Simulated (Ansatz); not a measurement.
Migration barriers of dopant-vacancy pairs in covalent semiconductors: PBE bands (Ansatz, a quantum-chemistry and plane-wave program, plane waves to 420 eV, PAW, climbing-image NEB) beside r2SCAN single points (500 eV) at the PBE geometries. Forward barriers of single hops from the lowest site run, static nuclei, no finite-size correction. The rows are a random draw from the bands that converged and passed our checks of state and shape. Saddle orders were checked for a part of the study's bands only and are not shown. Vacancies start on their lattice site; split forms were not set up. Charge states are imposed.

```csv
Defect,Route,"Hop (Å), direction in the unit cell","End over start, densest mesh run (eV)",Cell and PBE mesh,r2SCAN k-points,PBE (eV)
"O-vacancy pair (O on C, C vacant) in 3C silicon carbide, charge 0",a nearby C jumps into the vacancy (O-vacancy distance between ideal sites 3.10 → 5.36 Å) (strongly reconstructed ends),"3.14 along (0.52, 0.01, 0.50)",1.51,"64 sites, 2×2×2 shifted",same mesh,4.44
"B-vacancy pair (B on C, C vacant) in 3C silicon carbide, charge +1",a nearby C jumps into the vacancy (B-vacancy distance between ideal sites 3.10 → 6.19 Å),"3.04 along (0.00, -0.49, 0.49)",0.17,"64 sites, 2×2×2 shifted",same mesh,4.89
"B-vacancy pair (B on C, C vacant) in 3C silicon carbide, charge +1",a nearby C jumps into the vacancy (B-vacancy distance between ideal sites 3.10 → 5.36 Å),"3.07 along (-0.50, 0.00, 0.49)",0.39,"64 sites, 2×2×2 shifted",same mesh,4.99
"Ge-vacancy pair (Ge on In, In vacant) in zinc-blende InP, charge -2",a nearby In jumps into the vacancy (Ge-vacancy distance between ideal sites 4.21 Å throughout),"3.91 along (-0.46, 0.00, 0.46)",0.00,"64 sites, one k-point at (0.250, 0.250, 0.250)",same mesh,1.41
"Ga-vacancy pair (Ga on In, In vacant) in zinc-blende InP, charge -3",a nearby In jumps into the vacancy (Ga-vacancy distance between ideal sites 4.21 → 8.43 Å),"4.00 along (0.00, -0.47, -0.47)",-0.02,"64 sites, one k-point at (0.250, 0.250, 0.250)",same mesh,1.50
"N-vacancy pair (N on C, C vacant) in 3C silicon carbide, charge -1",N changes places with the vacancy (N-vacancy distance between ideal sites 3.10 Å throughout) (strongly reconstructed ends),"3.44 along (0.00, 0.56, -0.56)",0.00,"64 sites, 2×2×2 shifted",same mesh,3.10
"Ga-vacancy pair (Ga on In, In vacant) in zinc-blende InP, charge -3",a nearby In jumps into the vacancy (Ga-vacancy distance between ideal sites 4.21 Å throughout),"3.96 along (-0.47, 0.00, 0.47)",0.00,"64 sites, one k-point at (0.250, 0.250, 0.250)",same mesh,1.46
```

**Question.** What does r2SCAN give for each row, and how does it differ from PBE over these rows?

**Answer.** In the order of the rows: 5.01, 5.32, 5.42, 1.51, 1.63, 3.53, 1.56 eV. Against PBE it lies higher in 7 of 7 rows and lower in 0 (differences over 0.03 eV). The mean difference is +0.31 eV (median +0.43) and the mean size 0.31 eV; the largest, +0.57 eV, is in row 1.
